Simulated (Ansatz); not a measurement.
Consider Re in the hcp (Mg type) structure (space group P6_3/mmc, No. 194; relaxed with 0.1 eV smearing).

```
CELL_PARAMETERS angstrom
      2.75189     0.00000     0.00000
     -1.37595     2.38321     0.00000
      0.00000     0.00000     4.44007
ATOMIC_POSITIONS crystal
  Re 0.66667 0.33333 0.75000
  Re 0.33333 0.66667 0.25000
```

Cartesian axes are those of the cell as printed.

Level of theory: PBEsol/PAW in Ansatz (a program for electronic structure), no SOC.

Now apply this change: uniaxial strain ε_xx = +2.50 %, all other strain components held at zero; the atoms relax in the strained cell.

Task: Predict the stress tensor and what it implies for the stiffness.

Result: Stress of the strained cell less that of the base (GPa, compression positive):
```
  -14.2     0.0     0.0
    0.0    -6.9     0.0
    0.0     0.0    -5.8
```

Then −Δσ_ii/ε with ε = 0.0250 gives secant stiffness values (nonlinear terms included at this strain): C11 ≈ 566 GPa, C12 ≈ 274 GPa and C13 ≈ 232 GPa.

As a check, the harmonic strain energy −½ V₀ Δσ:ε is 16 meV/atom; the computed energy rise is 17 meV/atom.

No phonon test of stability was made. The final runs are not spin-polarised.
